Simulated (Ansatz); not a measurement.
The starting structures come from a database of crystals and need not be the phases stable at ambient conditions.

 Where the default PAW files enter, the runs use the earlier of Ansatz's two default sets.

The decay constant κ of evanescent states in the gap governs leakage through a thin film.

Consider the following.

```
CELL_PARAMETERS angstrom
      3.83227     0.00000     0.00000
      0.00000     3.83227     0.00000
      0.00000     0.00000     5.44666
ATOMIC_POSITIONS crystal
  Y  0.50000 0.00000 0.71148
  Y  0.00000 0.50000 0.28852
  O  0.00000 0.00000 0.50000
  O  0.50000 0.50000 0.50000
  F  0.50000 0.50000 0.00000
  F  0.00000 0.00000 0.00000
```

Space group of this cell: P4/nmm. The cell is taken as given; by PBEsol its mean pressure is -2.3 GPa.

Transport runs along the normal of the first two printed cell vectors, the (001) plane of the conventional cell.

The gap is the functional's own, uncorrected, and κ follows it; spin-orbit coupling is left out. Mid-gap values are interpolated between the computed energies.

Compute, with PBEsol (Ansatz, a first-principles code), the band gap and the smallest decay constant κ at mid-gap.

Gap 4.93 eV on a 8×8×6 mesh; κ = 0.469 1/Å, at the zone centre.
